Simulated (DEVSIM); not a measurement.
Device: Si p-n junction from an implanted or diffused profile, at 300 K.

```tsv
layer (left to right)	material	thickness (μm)	Nd (cm⁻³)	τn (s)	τp (s)
1	Si	26.0	2.7e16	4.9e-7	4.9e-7
```

Added acceptor profile: 3.2e18 cm⁻³ × exp(−(x − 0 μm)²/(2·(0.044 μm)²)). Left contact: ohmic. Right contact: ohmic. Voltage is applied to the left contact. Recombination: SRH at mid-gap, Auger. Mobility is μmin + (μ − μmin)/(1 + (N/Nref)^α).

This is a model device: material constants are rounded textbook-type values typed into the input, and sizes, dopings and lifetimes were drawn at random. Values at 300 K.

| parameter | Si |
|---|---|
| gap (eV) | 1.124 |
| affinity (eV) | 4.05 |
| permittivity | 11.7 |
| Nc (cm⁻³) | 2.86e19 |
| Nv (cm⁻³) | 3.1e19 |
| μn (cm²/Vs) | 1417 |
| μp (cm²/Vs) | 470 |
| μn,min | 52 |
| μp,min | 45 |
| Nref,n | 9.7e16 |
| Nref,p | 2.2e17 |
| αn | 0.68 |
| αp | 0.72 |
| Cn (cm⁶/s) | 2.8e-31 |
| Cp (cm⁶/s) | 9.9e-32 |

Simulated with DEVSIM: 1D drift-diffusion, Boltzmann statistics, complete ionisation; no tunnelling, impact ionisation, image-force lowering or self-heating.

The thickness of layer 1 was swept, all else fixed.

| thickness of layer 1 (μm) | dark forward voltage at 100 A/cm² (V) | dark forward voltage at 1 A/cm² (V) |
|---|---|---|
| 5.2 | 0.765 | 0.637 |
| 9.1 | 0.778 | 0.646 |
| 16 | 0.792 | 0.653 |
| 26 | 0.807 | 0.657 |
| 44 | 0.835 | 0.659 |
| 78 | 0.890 | 0.660 |
| 130 | 0.991 | 0.662 |

From the first row to the last the dark forward voltage at 100 A/cm² goes from 0.765 to 0.991. From the first row to the last the dark forward voltage at 1 A/cm² goes from 0.637 to 0.662.
